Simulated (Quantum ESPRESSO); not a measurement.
# Habitual settings against a tight run: Zn7Mo (Fm-3m, 8 atoms in the cell)

Self-consistent single point.

```xyz
8
Lattice="-3.9116 0.0000 3.9116 0.0000 3.9116 3.9116 -3.9116 3.9116 0.0000" Properties=species:S:1:pos:R:3 pbc="T T T"
Zn    -1.9558     1.9558     0.0000
Zn    -1.9558     1.9558     3.9116
Zn    -1.9558     0.0000     1.9558
Zn    -1.9558     3.9116     1.9558
Zn     0.0000     1.9558     1.9558
Zn    -3.9116     1.9558     1.9558
Zn    -3.9116     3.9116     3.9116
Mo     0.0000     0.0000     0.0000
```

Level of theory: LDA (PZ), PSlibrary PAW (LDA) pseudopotentials (plane waves; Quantum ESPRESSO).

Base settings: ecutwfc = 55 Ry; ecutrho = 330 Ry; occupations = smearing; smearing = methfessel-paxton; degauss = 0.0036749 Ry; potentials = {Zn: Zn.pz-dn-kjpaw_psl.1.0.0.UPF, Mo: Mo.pz-spn-kjpaw_psl.1.0.0.UPF}; K_POINTS = automatic 5 5 5 0 0 0; conv_thr = 1e-11 Ry; mixing_beta = 0.5.

Tight run (finer mesh or higher cutoff; not a proven limit): ecutwfc: 55 Ry → 77 Ry; ecutrho: 330 Ry → 462 Ry; conv_thr: 1e-11 Ry → 7.3e-11 Ry; K_POINTS: automatic 5 5 5 0 0 0 → automatic 7 7 7 0 0 0. It gave Fermi level (on the code's own zero) 12.02 eV; pressure -10.24 GPa.

Quick runs, as changes from the base:
- A: the base itself
- B: ecutwfc: 55 Ry → 38 Ry; ecutrho: 330 Ry → 228 Ry; smearing: methfessel-paxton → marzari-vanderbilt; degauss: 0.0036749 Ry → 0.019992 Ry; K_POINTS: automatic 5 5 5 0 0 0 → automatic 4 4 4 1 1 1
- C: ecutwfc: 55 Ry → 33 Ry; ecutrho: 330 Ry → 198 Ry; K_POINTS: automatic 5 5 5 0 0 0 → automatic 6 6 6 0 0 0
- D: ecutwfc: 55 Ry → 44 Ry; ecutrho: 330 Ry → 264 Ry; smearing: methfessel-paxton → gaussian; degauss: 0.0036749 Ry → 0.0099958 Ry; conv_thr: 1e-11 Ry → 7.3e-06 Ry; K_POINTS: automatic 5 5 5 0 0 0 → automatic 6 6 6 0 0 0
- E: ecutwfc: 55 Ry → 33 Ry; ecutrho: 330 Ry → 198 Ry; smearing: methfessel-paxton → gaussian; degauss: 0.0036749 Ry → 0.036749 Ry; K_POINTS: automatic 5 5 5 0 0 0 → automatic 1 1 1 0 0 0

Energies are extrapolated to zero smearing width, which holds to low order in the width alone (under cold and Methfessel-Paxton smearing the free energy itself is taken).

Dashes: pressure of D, not trusted under this conv_thr with d or f elements; time of E, under 30 s.

The count of work is k-points × plane waves × bands × iterations; it is no time. Core times come from one kind of shared machine and are given to one figure; runs under 30 s give none.

The starting cell comes from a database of computed structures (which also holds hypothetical and non-ambient phases and stackings), without a prior relaxation at this level. Its lattice was rescaled by a random factor within 2.5 % of one. Spin polarisation is off. In the base run, with a pressure of about -12 GPa the cell is away from its equilibrium volume at this level.

```tsv
run	energy less tight (meV/atom)	pressure less tight (GPa)	count of work / tight	core time / tight (rough)
A	17.4	-1.76	0.33	0.3
B	88.7	-3.05	0.20	0.3
C	358.5	-30.76	0.27	0.2
D	69.5	–	0.26	0.2
E	1486.3	-20.64	0.014	–
```

Among the runs at the tight run's level, the energy misses run from 17.4 to 1486.3 meV/atom.

Left out of this page: 1 run of the series outside the window shown, repeating another row's setting, or not comparable.
